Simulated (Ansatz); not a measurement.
SiNF (model structure, Pmn2₁, No. 31, 6 atoms in the cell) was calculated with PBEsol in Ansatz (plane waves, PAW).

Excerpt of the program's output:

```
Crystal: 6 atoms, lattice volume = 70.662 Å³
Basis set: ecut = 520 eV, 1891 PW (Γ), exchange–correlation on 48×80×80 points (8 copies of the dense FFT grid, shifted against one another)
Bands: 22, of which v1, the nominal top of the filled ones, is band 16 counted from 1 (15 counted from 0)
Symmetry: 4 space group operations
Space group: Pmn21 (ITA 31), of the structure as read, at distance tolerance 4.1e-5 Å
k-points: 175 of 768 (time reversal used)
Functional: x = pbesol(κ = 0.804, μ = 0.12345679012345678), c = pbesol(β = 0.046)
SCF iter   1: F=—  HF=-3607.428252 eV  |F-HF|=—  |Δ(HF+E_count)|=         —  Δρ=1.09e-2  dr2=6.24e-2
SCF iter   2: F=—  HF=-3607.412786 eV  |F-HF|=—  |Δ(HF+E_count)|=   1.55e-2  Δρ=4.36e-3  dr2=6.92e-3
  ...
SCF iter   7: F=—  HF=-3607.410941 eV  |F-HF|=—  |Δ(HF+E_count)|=   1.20e-7  Δρ=2.03e-6  dr2=1.25e-9
SCF iter   8: F=-3607.410941 eV  HF=-3607.410941 eV  |F-HF|=9.09e-11  |Δ(HF+E_count)|=   3.35e-9  Δρ=3.61e-7  dr2=4.74e-11
SCF 1 converged in 8 iterations: F = -3607.410941 eV  dr2 = 4.74e-11
SCF converged after 8 iterations
Free energy (F): -3607.410941 eV
Internal energy: -3607.410941 eV  (E = F + TS)
E sigma→0 (E₀):  -3607.410941 eV
Fermi energy:    6.821369 eV
--- Forces (eV/Å), atoms counted from 1 ---
  atom   1  Si     0.00000000    -0.11075383     0.01782297
  atom   2  N      0.00000000    -0.01509179    -0.00058971
  atom   3  F      0.00000000     0.22855064    -0.01723040
  atom   4  Si     0.00000000     0.11075383     0.01782297
  atom   5  N      0.00000000     0.01509179    -0.00058971
  atom   6  F      0.00000000    -0.22855064    -0.01723040
--- Stress (GPa, compression-positive) ---
       -0.842170       0.000000       0.000000
        0.000000      -1.101020       0.000000
        0.000000       0.000000      -0.535448
  P = ⅓ Tr σ = -0.8262 GPa (-8.262 kbar)
```

Task: Write an input file that could have produced this run (the log leaves some choices open).

Result: This is not unique; one that fits is 
Ansatz 0.2 input:
```yaml
crystal:
  lattice:
    - [2.9084842062, 0.0, 0.0]
    - [0.0, 5.0131126726, 0.0]
    - [0.0, 0.0, 4.8463203567]
  atoms:
    - { symbol: Si, position: [0.0, 0.3899143122, -0.0097153589] }
    - { symbol: N, position: [0.5, 0.4806867865, 0.8219416796] }
    - { symbol: F, position: [0.0, 0.0723030151, 0.0211066793] }
    - { symbol: Si, position: [0.5, 0.6100856878, 0.4902846411] }
    - { symbol: N, position: [0.0, 0.5193132135, 0.3219416796] }
    - { symbol: F, position: [0.5, 0.9276969849, 0.5211066793] }
basis:
  ecutwfc: 520
  ecutrho_ratio: 4
  xc_grid: 2
kpoints:
  mp_grid: { grid: [12, 8, 8] }
  band_path:
    path:
      - [0.0, 0.0, 0.0]
      - [0.045455, 0.0, 0.0]
      - [0.090909, 0.0, 0.0]
      - [0.136364, 0.0, 0.0]
      - [0.181818, 0.0, 0.0]
      - [0.227273, 0.0, 0.0]
      - [0.272727, 0.0, 0.0]
      - [0.318182, 0.0, 0.0]
      - [0.363636, 0.0, 0.0]
      - [0.409091, 0.0, 0.0]
      - [0.454545, 0.0, 0.0]
      - [0.5, 0.0, 0.0]
      - [0.5, 0.1, 0.0]
      - [0.5, 0.2, 0.0]
      - [0.5, 0.3, 0.0]
      - [0.5, 0.4, 0.0]
      - [0.5, 0.5, 0.0]
      - [0.454545, 0.5, 0.0]
      - [0.409091, 0.5, 0.0]
      - [0.363636, 0.5, 0.0]
      - [0.318182, 0.5, 0.0]
      - [0.272727, 0.5, 0.0]
      - [0.227273, 0.5, 0.0]
      - [0.181818, 0.5, 0.0]
      - [0.136364, 0.5, 0.0]
      - [0.090909, 0.5, 0.0]
      - [0.045455, 0.5, 0.0]
      - [0.0, 0.5, 0.0]
      - [0.0, 0.4, 0.0]
      - [0.0, 0.3, 0.0]
      - [0.0, 0.2, 0.0]
      - [0.0, 0.1, 0.0]
      - [0.0, 0.0, 0.083333]
      - [0.0, 0.0, 0.166667]
      - [0.0, 0.0, 0.25]
      - [0.0, 0.0, 0.333333]
      - [0.0, 0.0, 0.416667]
      - [0.0, 0.0, 0.5]
      - [0.045455, 0.0, 0.5]
      - [0.090909, 0.0, 0.5]
      - [0.136364, 0.0, 0.5]
      - [0.181818, 0.0, 0.5]
      - [0.227273, 0.0, 0.5]
      - [0.272727, 0.0, 0.5]
      - [0.318182, 0.0, 0.5]
      - [0.363636, 0.0, 0.5]
      - [0.409091, 0.0, 0.5]
      - [0.454545, 0.0, 0.5]
      - [0.5, 0.0, 0.5]
      - [0.5, 0.1, 0.5]
      - [0.5, 0.2, 0.5]
      - [0.5, 0.3, 0.5]
      - [0.5, 0.4, 0.5]
      - [0.5, 0.5, 0.5]
      - [0.454545, 0.5, 0.5]
      - [0.409091, 0.5, 0.5]
      - [0.363636, 0.5, 0.5]
      - [0.318182, 0.5, 0.5]
      - [0.272727, 0.5, 0.5]
      - [0.227273, 0.5, 0.5]
      - [0.181818, 0.5, 0.5]
      - [0.136364, 0.5, 0.5]
      - [0.090909, 0.5, 0.5]
      - [0.045455, 0.5, 0.5]
      - [0.0, 0.5, 0.5]
      - [0.0, 0.4, 0.5]
      - [0.0, 0.3, 0.5]
      - [0.0, 0.2, 0.5]
      - [0.0, 0.1, 0.5]
      - [0.5, 0.0, 0.083333]
      - [0.5, 0.0, 0.166667]
      - [0.5, 0.0, 0.25]
      - [0.5, 0.0, 0.333333]
      - [0.5, 0.0, 0.416667]
      - [0.0, 0.5, 0.083333]
      - [0.0, 0.5, 0.166667]
      - [0.0, 0.5, 0.25]
      - [0.0, 0.5, 0.333333]
      - [0.0, 0.5, 0.416667]
      - [0.5, 0.5, 0.083333]
      - [0.5, 0.5, 0.166667]
      - [0.5, 0.5, 0.25]
      - [0.5, 0.5, 0.333333]
      - [0.5, 0.5, 0.416667]
    npoints: 1
hamiltonian:
  xc: pbesol
  dispersion: none
  pseudopotentials: { kind: paw }
scf:
  occupations: { method: fermi_dirac, width: 0.01 }
  convergence: { dr2_threshold: 0.0000000006 }
output:
  forces: true
  stress: true
  eigenvalues: true
  write_bands: true
```

The PAW data were made under PBE.

Note: the relaxation could raise the start's symmetry but not lower it, so the cell can be a saddle point. Note: cell and atoms aren't relaxed at this level (largest force component 0.23 eV/Å, pressure -0.8 GPa).

A model structure was made by putting elements into a prototype or built by hand; it is no filed structure, need not be a known phase, and can be a saddle point held by its symmetry.

Ansatz is a program for electronic structure.
